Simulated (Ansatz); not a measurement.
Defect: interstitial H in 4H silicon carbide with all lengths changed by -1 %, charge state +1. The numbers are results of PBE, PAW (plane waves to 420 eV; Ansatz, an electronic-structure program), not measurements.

72-site cell at the strained lattice (strain from the relaxed PBE one, atoms relaxed), a 2×2×2 k-point mesh shifted by half a step along c, smearing 0.01 eV, spin-restricted, no finite-size correction. Static, classical nuclei. The charge state is imposed; whether it is stable for some Fermi level was not computed. Sites that were not tried may lie lower.

The step: a direct jump of one H atom. Atoms about the jump, Cartesian Å from the middle of the jump, before and after:

```json
[
 {"atom": "H1", "x0": "-0.26", "y0": "-0.46", "z0": "0.00", "x1": "0.26", "y1": "0.46", "z1": "0.00"},
 {"atom": "C2", "x0": "1.28", "y0": "1.03", "z0": "0.27", "x1": "1.21", "y1": "1.00", "z1": "0.22"},
 {"atom": "C3", "x0": "-0.26", "y0": "-1.55", "z0": "0.22", "x1": "-0.25", "y1": "-1.62", "z1": "0.27"},
 {"atom": "Si4", "x0": "1.38", "y0": "-0.72", "z0": "0.94", "x1": "1.31", "y1": "-0.83", "z1": "0.94"},
 {"atom": "Si5", "x0": "-0.26", "y0": "1.92", "z0": "0.90", "x1": "-0.33", "y1": "2.01", "z1": "0.94"},
 {"atom": "Si6", "x0": "-1.90", "y0": "-0.72", "z0": "0.94", "x1": "-1.80", "y1": "-0.73", "z1": "0.90"},
 {"atom": "Si7", "x0": "1.27", "y0": "1.03", "z0": "-1.63", "x1": "1.30", "y1": "1.05", "z1": "-1.72"},
 {"atom": "Si8", "x0": "-0.26", "y0": "-1.65", "z0": "-1.72", "x1": "-0.26", "y1": "-1.62", "z1": "-1.63"},
 {"atom": "C9", "x0": "-1.80", "y0": "1.03", "z0": "0.27", "x1": "-1.79", "y1": "1.04", "z1": "0.27"},
 {"atom": "C10", "x0": "1.27", "y0": "-0.74", "z0": "-2.26", "x1": "1.28", "y1": "-0.73", "z1": "-2.26"},
 {"atom": "Si11", "x0": "-1.80", "y0": "1.03", "z0": "-1.63", "x1": "-1.79", "y1": "1.04", "z1": "-1.63"},
 {"atom": "C12", "x0": "1.28", "y0": "-0.73", "z0": "2.78", "x1": "1.27", "y1": "-0.74", "z1": "2.78"},
 {"atom": "C13", "x0": "2.82", "y0": "-1.63", "z0": "0.26", "x1": "2.82", "y1": "-1.63", "z1": "0.26"},
 {"atom": "C14", "x0": "-0.26", "y0": "1.91", "z0": "-2.25", "x1": "-0.26", "y1": "1.93", "z1": "-2.26"},
 {"atom": "C15", "x0": "-1.80", "y0": "-0.74", "z0": "-2.26", "x1": "-1.79", "y1": "-0.73", "z1": "-2.25"},
 {"atom": "Si16", "x0": "2.81", "y0": "1.94", "z0": "0.89", "x1": "2.81", "y1": "1.92", "z1": "0.90"},
 {"atom": "Si17", "x0": "-0.26", "y0": "-3.39", "z0": "0.90", "x1": "-0.27", "y1": "-3.40", "z1": "0.89"},
 {"atom": "Si18", "x0": "-0.26", "y0": "0.16", "z0": "3.40", "x1": "-0.27", "y1": "0.15", "z1": "3.40"},
 {"atom": "Si19", "x0": "2.81", "y0": "-1.62", "z0": "-1.63", "x1": "2.81", "y1": "-1.62", "z1": "-1.63"},
 {"atom": "C20", "x0": "-0.26", "y0": "1.92", "z0": "2.77", "x1": "-0.27", "y1": "1.92", "z1": "2.78"},
 {"atom": "C21", "x0": "-1.80", "y0": "-0.73", "z0": "2.78", "x1": "-1.79", "y1": "-0.73", "z1": "2.77"}
]
```

Question: Give the saddle-point geometry and the barrier.

Answer: 
```tsv
atom	x	y	z
H1	0.23	-0.13	0.05
C2	1.20	0.97	0.24
C3	-0.24	-1.52	0.24
Si4	1.40	-0.81	0.98
Si5	-0.30	1.94	0.90
Si6	-1.83	-0.71	0.90
Si7	1.27	1.04	-1.68
Si8	-0.27	-1.61	-1.68
C9	-1.82	1.06	0.26
C10	1.27	-0.73	-2.27
Si11	-1.81	1.05	-1.64
C12	1.28	-0.74	2.80
C13	2.84	-1.64	0.25
C14	-0.27	1.92	-2.26
C15	-1.80	-0.73	-2.26
Si16	2.79	1.92	0.88
Si17	-0.26	-3.37	0.88
Si18	-0.27	0.16	3.39
Si19	2.80	-1.62	-1.64
C20	-0.27	1.92	2.76
C21	-1.80	-0.72	2.76
```
It lies 0.49 eV above the start and 0.49 eV above the end. The saddle point's order was not checked, and it lies on a symmetry element of the cell, where a band can be held.
